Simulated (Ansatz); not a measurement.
## TlBiSe2 (R-3m, No. 166; cell taken from a computed entry)

These are HSE06 (Ansatz, a quantum-chemistry and plane-wave program, plane waves, PAW) values and carry that method's errors.

Numerical settings: plane-wave cutoff 460 eV, 8×8×8 k mesh, Fermi–Dirac smearing 0.01 eV, scalar-relativistic PAW data made under PBE.

Cell: relaxed with PBEsol: a = 4.2379 Å, b = 4.2379 Å, c = 22.1987 Å, α = 90.00°, β = 90.00°, γ = 120.00°.

```
Quantity                        Value
--------  ---------------------------
band gap  0.33 eV (on the SCF k mesh)
```

Measured, for comparison: band gap 0.35 eV (temperature not stated, the source names no phase, no zero-point or thermal correction, bulk gap, ARPES or transport; rounded; as tabulated in Ando (2013), arXiv:1304.5693).

Note: cell and atoms aren't relaxed at this level (pressure 1.6 GPa); this cell isn't known to be the ambient phase, and symmetry holds it in the calculation.

Spin–orbit coupling is not included; with these elements it can move the gap by several tenths of an eV or more.

The computed numbers hold no vibrational or temperature effects.

It cost roughly 22 core-minutes of CPU time.
